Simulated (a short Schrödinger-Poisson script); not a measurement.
From a short Schrödinger-Poisson script (our own, NumPy): one-band effective-mass equation with BenDaniel-Duke matching, electrons, heavy and light holes apart, hard walls at the outer ends, one valence edge for both holes (no strain splitting), no charge, excitons, band mixing or non-parabolicity; under a field the levels are quasi-bound states of a box, listed while three quarters of their weight lies within 4 nm of the wells.

Stack: single In0.15Ga0.85N/GaN quantum well.

From the first side: 12 nm GaN; 2 nm In0.15Ga0.85N, built-in field 2200 kV/cm; 12 nm GaN.

Constants are typed, rounded textbook-type inputs, not results; the design itself was drawn at random and stands for no fabricated device. In0.15Ga0.85N: direct gap (eV) 2.847, conduction-band edge (eV) 0, electron mass (mₑ) 0.1805, heavy-hole mass 1.7, light-hole mass 0.3. GaN: direct gap (eV) 3.43, conduction-band edge (eV) 0.408, electron mass (mₑ) 0.2, heavy-hole mass 1.9, light-hole mass 0.33.

The valence-band edge of each layer lies one gap below its conduction-band edge. The electron's potential energy rises along the stack by the applied field and, inside the well alone, by the built-in field (unscreened; none in the barriers). Mesh 0.03 nm at interfaces.

Question: Give the squared e1-hh1 overlap at zero applied field; the e1-hh1 transition at zero applied field (eV).

Answer: squared e1-hh1 overlap at zero applied field: 0.21; e1-hh1 transition at zero applied field (eV): 2.878. Excitons, screening of the built-in field, fields in the barriers and alloy fluctuations are left out, and strain enters only through the typed gaps and offsets, so measured lines lie elsewhere.
